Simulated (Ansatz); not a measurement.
Ba2ZnSe3 (Pnma, No. 62; cell taken from a computed entry), treated with r²SCAN+SOC (PAW; Ansatz, a program for electronic structure).

Run with plane-wave cutoff 560 eV, 4×6×2 k mesh (along the axes of the cell as run), Fermi–Dirac smearing 0.01 eV, PAW data made under PBE.

Cell (relaxed with PBEsol):

```
CELL_PARAMETERS angstrom
      9.02847     0.00000     0.00000
      0.00000     4.36528     0.00000
      0.00000     0.00000    17.47521
ATOMIC_POSITIONS crystal
  Ba 0.74912 0.25000 0.04324
  Ba 0.25088 0.75000 0.95676
  Ba 0.75088 0.75000 0.54324
  Ba 0.24912 0.25000 0.45676
  Ba 0.91786 0.25000 0.78761
  Ba 0.08214 0.75000 0.21239
  Ba 0.58214 0.75000 0.28761
  Ba 0.41786 0.25000 0.71239
  Zn 0.86313 0.25000 0.36445
  Zn 0.13687 0.75000 0.63555
  Zn 0.63687 0.75000 0.86445
  Zn 0.36313 0.25000 0.13555
  Se 0.50543 0.25000 0.89878
  Se 0.49457 0.75000 0.10122
  Se 0.99457 0.75000 0.39878
  Se 0.00543 0.25000 0.60122
  Se 0.62334 0.25000 0.42925
  Se 0.37666 0.75000 0.57075
  Se 0.87666 0.75000 0.92925
  Se 0.12334 0.25000 0.07075
  Se 0.81786 0.25000 0.22596
  Se 0.18214 0.75000 0.77404
  Se 0.68214 0.75000 0.72596
  Se 0.31786 0.25000 0.27404
```

Problem. Give the computed band gap.

Solution. 
band gap: 2.01 eV (on the SCF k mesh)

Note: cell and atoms aren't relaxed at this level (largest force component 0.06 eV/Å, pressure 2.1 GPa).

The computed numbers hold no vibrational or temperature effects.
